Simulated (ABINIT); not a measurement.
## Pressure against volume in zinc-blende AlN (space group 216) (ABINIT, LDA)

```
AlN
1.0
    0.00000     2.10482     2.10482
    2.10482     0.00000     2.10482
    2.10482     2.10482     0.00000
Al N
1 1
Direct
  0.00000   0.00000   0.00000
  0.75000   0.75000   0.75000
```

Method of the run: LDA (PW92), norm-conserving pseudopotentials (PseudoDojo nc-sr-04 LDA standard) (plane waves; ABINIT). Settings: pseudos = [Al.upf, N.upf]; ecut = 55 Ha; occopt = 3; tsmear = 0.01 eV; ngkpt = 13 13 13; nshiftk = 1; shiftk = 0 0 0; potentials = PseudoDojo nc-sr-04 LDA standard; nband = 9; kptopt = 1; nstep = 100; toldfe = 1e-09 Ha. The cell above is the first row's. The rows scale it uniformly. In all rows fractional positions and the k mesh are held.

```csv
V (Å^3/atom),P (GPa)
9.325,?
9.528,15.52
9.730,10.09
9.933,5.17
10.136,0.70
10.339,-3.36
10.541,-7.04
10.744,-10.38
10.947,-13.41
```

The 8 complete rows are fitted with a cubic, P against V. With u = V - 10.2, the rows have u = -0.6720, -0.4700, -0.2670, -0.0640, 0.1390, 0.3410, 0.5440, 0.7470. Least squares gives P = -0.632 - 20.3560·u + 4.9306·u² - 0.7869·u³. Residuals (row less fit): 0.007, -0.016, 0.000, 0.009, 0.008, -0.009, -0.007, 0.005; standard error 0.012 (degrees of freedom: 4). The fitted pressure is zero at V0 = 10.17, where dP/dV = -20.66, so B0 = -V0·dP/dV = 210 GPa.

Question: Estimate the missing P (V = 9.325); what did the run itself give?

Answer: u = -0.8750, so P = -0.632 - 20.3560 × (-0.8750) + 4.9306 × (-0.8750)² - 0.7869 × (-0.8750)³ = 21.482 GPa. The calculation gives 21.51 GPa, 0.028 GPa above the prediction (0.1 % of the range of P in the table). The row lies outside the fitted rows, so this is an extrapolation. From the scatter of the fitted rows alone, a prediction at this place has a standard error of 0.033 GPa, so the miss is 0.9 times that.

Carrying the step between the two nearest rows on in a straight line would have given 20.98, off by 0.53; series whose last step already gives the withheld value aren't shown. The scan was laid around a cell of about the measured size, scaled by a guess for this functional. This is a metastable polymorph. The runs keep the symmetry of the cell, so they don't test it for distortions. Cutoffs and mesh are single choices, not tested for convergence of this quantity. Series with a scatter that would blur these digits, or in which a gap closes, are not shown.
